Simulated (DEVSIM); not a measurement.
Structure: illuminated Si p-on-n cell, one wavelength, with a back-surface field, at 450 K.

Layer 1 from the left is Si, thickness (μm) 0.390, Na (cm⁻³) 1.5e19, τn (s) 1e-7, τp (s) 3.9e-9, absorption coefficient (cm⁻¹) 230. Layer 2 from the left is Si, thickness (μm) 190, Nd (cm⁻³) 1.4e17, τn (s) 1.4e-7, τp (s) 1.4e-7, absorption coefficient (cm⁻¹) 230. Layer 3 from the left is Si, thickness (μm) 0.280, Nd (cm⁻³) 6.9e18, τn (s) 1.4e-7, τp (s) 1.4e-7, absorption coefficient (cm⁻¹) 230.

Left contact: ohmic, minority electron recombination velocity 300 cm/s. Right contact: ohmic, minority hole recombination velocity 20000 cm/s. Voltage is applied to the left contact. Recombination: SRH at mid-gap, radiative, Auger. Light enters at the left, 6.1e17 photons cm⁻² s⁻¹, one pass, no reflection. Mobility is constant in doping.

The device is made up for the run: typed textbook-type constants, with dimensions and the other settings drawn at random. Values at 300 K; Nc and Nv go as T^1.5, mobilities as T to minus their exponent, the gap by Varshni's rule with the affinity fixed.

Si: gap (eV) 1.124, affinity (eV) 4.05, permittivity 11.7, Nc (cm⁻³) 2.86e19, Nv (cm⁻³) 3.1e19, μn (cm²/Vs) 1417, μp (cm²/Vs) 470, T exponent of μn 2.3, T exponent of μp 2.2, B (cm³/s) 4.7e-15, Cn (cm⁶/s) 2.8e-31, Cp (cm⁶/s) 9.9e-32, Varshni α (eV/K) 0.000473, Varshni β (K) 636.

Simulated with DEVSIM: 1D drift-diffusion, Boltzmann statistics, complete ionisation; no tunnelling, impact ionisation, image-force lowering or self-heating.

What does the simulation give for the open-circuit voltage, the fill factor, the short-circuit current?

open-circuit voltage 0.265 V; fill factor 0.61; short-circuit current 19.5 mA/cm².
